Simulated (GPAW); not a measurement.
Troubleshooting GPAW: a failed run on BiHSe2O6 (Cc, 20 atoms in the cell). The aim is a self-consistent single point with DFT LDA (Perdew-Wang 92), LCAO dzp, GPAW PAW datasets LDA (gpaw-data 1.0.1).

Cell that was meant: a = 4.6225 Å, b = 4.6225 Å, c = 16.4545 Å, α = 90.12°, β = 90.12°, γ = 103.64°.

Part of the input:

```python
            occupations={'name': 'fixed-uniform'},
            convergence={'density': 1e-05},
            symmetry={'symmorphic': False, 'tolerance': 0.0005},
            maxiter=3,
            txt='-')

atoms.calc = calc
```

The program printed (abridged):

```
     iter     time        total  log10-change:
                         energy   eigst   dens
iter:   1 --:--:--  -122.306971        c
iter:   2 --:--:--  -118.780947        c -0.90
iter:   3 --:--:--  -109.788808        c -0.95

Did not converge!

Here are some tips:

1) Make sure the geometry and spin-state is physically sound.
2) Use less aggressive density mixing.
3) Solve the eigenvalue problem more accurately at each scf-step.
4) Use a smoother distribution function for the occupation numbers.
5) Try adding more empty states.
6) Use enough k-points.
7) Don't let your structure optimization algorithm take too large steps.
8) Solve the Poisson equation more accurately.
9) Better initial guess for the wave functions.

See details here:

    https://gpaw.readthedocs.io/documentation/convergence.html
Traceback (most recent call last):
   [... frames left out ...]
gpaw.KohnShamConvergenceError: Did not converge!  See text output for help.
```

Find the mistake and give the fix.

The fault is an iteration limit that is too low. The loop is cut before its threshold is met, so whatever is printed at the end is not self-consistent. To fix it, raise the limit, or leave it to the default. The run ended unconverged after 3 iterations.

An input that runs soundly differs in these lines (not the only fix; some lines may just follow from the change or write a value another way):
```diff
-            maxiter=3,
+            maxiter=100,
```

With that input, the run converged in 23 iterations: free energy E − TS (from the program's reference atoms) -108.7168 eV; top of the valence band (on the code's own zero) 1.35 eV; gap on the k-point mesh 3.50 eV; largest force (vector length) 0.713 eV/Å (DFT LDA (Perdew-Wang 92), LCAO dzp, GPAW PAW datasets LDA (gpaw-data 1.0.1)).

On the sound input: the starting cell comes from a database of computed structures (which also holds hypothetical and non-ambient phases and stackings), without a prior relaxation at this level. Spin-orbit coupling is off. Values carry the incompleteness of an atom-centred basis.
